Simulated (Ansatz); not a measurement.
An Ansatz (a quantum-chemistry and plane-wave program) run: MoN with a change (N → Sb); Ansatz PBEsol, spin-orbit coupling left out, earlier PAW set.

Input:

Ansatz 0.2 input:
```yaml
crystal:
  lattice:
    - [3.5112320868, 0, 0]
    - [-1.7556160434, 3.0408161858, 0]
    - [0, 0, 14.403493286]
  atoms:
    - { symbol: Mo, position: [0, 0, 0.25] }
    - { symbol: Mo, position: [0, 0, 0.75] }
    - { symbol: Mo, position: [0, 0, 0.5] }
    - { symbol: Mo, position: [0, 0, 0] }
    - { symbol: Sb, position: [0.3333333333, 0.6666666667, 0.3746609763] }
    - { symbol: Sb, position: [0.6666666667, 0.3333333333, 0.6253390237] }
    - { symbol: Sb, position: [0.6666666667, 0.3333333333, 0.8746609763] }
    - { symbol: Sb, position: [0.3333333333, 0.6666666667, 0.1253390237] }
basis: { ecutwfc: 420, ecutrho_ratio: 4, xc_grid: 2, fft_grid_basis: typed }
kpoints: { mp_grid: { grid: [15, 15, 4] } }
hamiltonian:
  xc: pbesol
  dispersion: none
  pseudopotentials: { azcp: { folder: ./paw }, kind: paw }
scf: { occupations: { method: fermi_dirac, width: 0.05 }, convergence: { dr2_threshold: 0.0000000008 } }
output: { forces: true, stress: true }
checkpoint: { write: state.ck, write_every: 1000 }
```

Output:

```
WARN ansatz: RAYON_NUM_THREADS=1 ignored (pool sized by the plan → 1); use --threads N
Pseudopotentials: kind: paw
Pseudopotential: Mo, paw, valence charge 14
Pseudopotential: Sb, paw, valence charge 15
Functional definition: PBEsol
Crystal: 8 atoms, lattice volume = 153.786 Å³
Basis set: ecut = 420 eV, 2983 PW (Γ), exchange–correlation on 48×48×200 points (8 copies of the dense FFT grid, shifted against one another)
Bands: 66, of which v1, the nominal top of the filled ones, is band 58 counted from 1 (57 counted from 0)
Symmetry: 24 space group operations
Space group: P63/mmc (ITA 194), of the structure as read, at distance tolerance 5.4e-5 Å
k-points: 81 of 900
PAW frozen core: Mo, regenerated for the run's functional, and the local potential with it
PAW frozen core: Sb, regenerated for the run's functional, and the local potential with it
Initial density: superposition of atomic densities (chi_scale 0.1, normalization cell, long waves kept (reshape's long-wave potential 0.00 eV rms))
Initial wavefunctions: pseudopotential atomic-orbital guess
Eigensolver: davidson
Functional: x = pbesol(κ = 0.804, μ = 0.12345679012345678), c = pbesol(β = 0.046)
SCF iter   1: F=—  HF=-45223.698076 eV  |F-HF|=—  |Δ(HF+E_count)|=         —  Δρ=7.27e-2  dr2=1.15e1  ethr=3.10e-3  ⟨swp⟩=5.9  Hψ=19213  notcnv=0
all-band conjugate gradients solve this SCF's bands
preconditioner: auto → Kerker (q_TF=auto, 2.603 Å⁻¹)
SCF iter   2: F=—  HF=-45221.411682 eV  |F-HF|=—  |Δ(HF+E_count)|=    2.29e0  Δρ=3.51e-2  dr2=2.30e0  ethr=3.10e-3  ⟨swp⟩=2.4  Hψ=8555  notcnv=0
SCF iter   3: F=—  HF=-45220.897828 eV  |F-HF|=—  |Δ(HF+E_count)|=   5.14e-1  Δρ=7.05e-3  dr2=5.16e-2  ethr=1.98e-3  ⟨swp⟩=2.1  Hψ=7407  notcnv=0
SCF iter   4: F=—  HF=-45220.895581 eV  |F-HF|=—  |Δ(HF+E_count)|=   2.25e-3  Δρ=1.66e-3  dr2=5.29e-3  ethr=4.45e-5  ⟨swp⟩=2.4  Hψ=9501  notcnv=0
SCF iter   5: F=—  HF=-45220.894460 eV  |F-HF|=—  |Δ(HF+E_count)|=   1.12e-3  Δρ=4.62e-4  dr2=6.02e-4  ethr=4.56e-6  ⟨swp⟩=2.1  Hψ=9403  notcnv=0
SCF iter   6: F=—  HF=-45220.894341 eV  |F-HF|=—  |Δ(HF+E_count)|=   1.20e-4  Δρ=9.88e-5  dr2=2.64e-5  ethr=5.19e-7  ⟨swp⟩=2.0  Hψ=6730  notcnv=0
SCF iter   7: F=—  HF=-45220.894363 eV  |F-HF|=—  |Δ(HF+E_count)|=   2.21e-5  Δρ=2.51e-5  dr2=1.13e-6  ethr=2.28e-8  ⟨swp⟩=2.0  Hψ=7161  notcnv=0
SCF iter   8: F=—  HF=-45220.894362 eV  |F-HF|=—  |Δ(HF+E_count)|=   1.21e-6  Δρ=5.19e-6  dr2=5.15e-8  ethr=9.71e-10  ⟨swp⟩=2.0  Hψ=8768  notcnv=0
SCF iter   9: F=—  HF=-45220.894362 eV  |F-HF|=—  |Δ(HF+E_count)|=   1.36e-8  Δρ=1.51e-6  dr2=4.61e-9  ethr=4.44e-11  ⟨swp⟩=3.0  Hψ=10831  notcnv=0
SCF iter  10: F=-45220.894362 eV  HF=-45220.894362 eV  |F-HF|=1.16e-10  |Δ(HF+E_count)|=   1.24e-9  Δρ=3.00e-7  dr2=2.16e-10  ethr=1.00e-12  ⟨swp⟩=4.9  Hψ=17435  notcnv=0
SCF 1 converged in 10 iterations: F = -45220.894362 eV  dr2 = 2.16e-10
SCF converged after 10 iterations
Free energy (F): -45220.894362 eV
Harris-Foulkes:  -45220.894362 eV  (|F-HF|=1.16e-10)
Internal energy: -45220.859247 eV  (E = F + TS)
E sigma→0 (E₀):  -45220.876804 eV
Entropy (-TS):   -0.035115 eV (-4.389 meV/atom)
Fermi energy:    17.086600 eV
--- Per-component energies (eV) ---
  E_band       = -702.703370
  E_kinetic    = 2356.080102
  E_local      = -8712.033175  (includes V_loc(G=0)·N_el)
  E_nonlocal   = 2187.546899
  E_hartree    = 3402.721682
  E_xc         = -1093.240926
  E_vxc        = -1240.513144  (∫ρ·V_xc dr)
  E_paw        = -30506.102234  (= ΣΔE_a)
  E_vpaw       = -2099.227659  (= ΣTr[D̂ρ^β])
  E_aug_tail   = 0.000770  (compensation charges beyond the density's cutoff)
  E_ewald      = -12857.996985
  E_core_change = 2.164620  (= ΣΔE_core)
  E_smearing   = -0.035115  (= −TS)
  E_closure    = 0.000000  (closes the sum)
  Σ components = -45220.894362   (vs F -45220.894362, Δ=0.00e0)
  [band-id]    e_kinetic+e_local+e_nonlocal+2·e_hartree+e_vxc+e_vpaw+e_augmentation_tail = -702.702843   (vs E_band -702.703370, Δ=5.27e-4)
--- Forces (eV/Å), atoms counted from 1 ---
  atom   1  Mo     0.00000000    -0.00000000    -0.00000000
  atom   2  Mo     0.00000000     0.00000000     0.00000000
  atom   3  Mo     0.00000000    -0.00000000     0.00000000
  atom   4  Mo     0.00000000    -0.00000000    -0.00000000
  atom   5  Sb     0.00000000    -0.00000000    -0.00014033
  atom   6  Sb     0.00000000     0.00000000     0.00014033
  atom   7  Sb     0.00000000     0.00000000    -0.00014033
  atom   8  Sb    -0.00000000    -0.00000000     0.00014033
  max |Σ_I F_I| component: 3.70e-17 eV/Å
--- Stress (GPa, compression-positive) ---
        0.001616       0.000000      -0.000000
        0.000000       0.001616      -0.000000
       -0.000000      -0.000000      -0.005194
  P = ⅓ Tr σ = -0.0007 GPa (-0.007 kbar)
  The stress holds the Pulay correction. Without it, at fixed plane waves, as pw.x and ABINIT print it: P = -0.0253 GPa
  The stress includes an estimate of the error left by incomplete SCF convergence (largest component -0.0001 GPa).
--- Band table ---
  band table: none
```

Stability against distortions was not tested. All final runs are without spin polarisation. The cell was made from MoN by this change: N → Sb; the result is a hypothetical phase, not in the database extracts checked.
